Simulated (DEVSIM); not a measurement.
Device: abrupt GaAs p-n junction, at 300 K.

Layer 1 from the left is GaAs, thickness (μm) 36.0, Na (cm⁻³) 3.1e16, τn (s) 4.4e-9, τp (s) 4.4e-9. Layer 2 from the left is GaAs, thickness (μm) 0.870, Nd (cm⁻³) 2.1e17, τn (s) 4.4e-9, τp (s) 4.4e-9.

Left contact: ohmic. Right contact: ohmic. Voltage is applied to the left contact. Recombination: SRH at mid-gap, radiative, Auger. Mobility is constant in doping.

This is a model device: material constants are rounded textbook-type values typed into the input, and sizes, dopings and lifetimes were drawn at random. Values at 300 K.

GaAs: gap (eV) 1.424, affinity (eV) 4.07, permittivity 12.9, Nc (cm⁻³) 4.7e17, Nv (cm⁻³) 9e18, μn (cm²/Vs) 8500, μp (cm²/Vs) 400, B (cm³/s) 2e-10, Cn (cm⁶/s) 1e-30, Cp (cm⁶/s) 1e-30.

DEVSIM, 1D drift-diffusion, Boltzmann statistics, complete ionisation; no tunnelling, impact ionisation, image-force lowering or self-heating.

Question: What does the simulation give for the largest field in the device at zero bias, the dark forward voltage at 100 A/cm², the dark forward voltage at 1 A/cm², the potential step across the device at zero bias?

Answer: largest field in the device at zero bias 96000 V/cm; dark forward voltage at 100 A/cm² 1.248 V; dark forward voltage at 1 A/cm² 1.024 V; potential step across the device at zero bias 1.257 V.
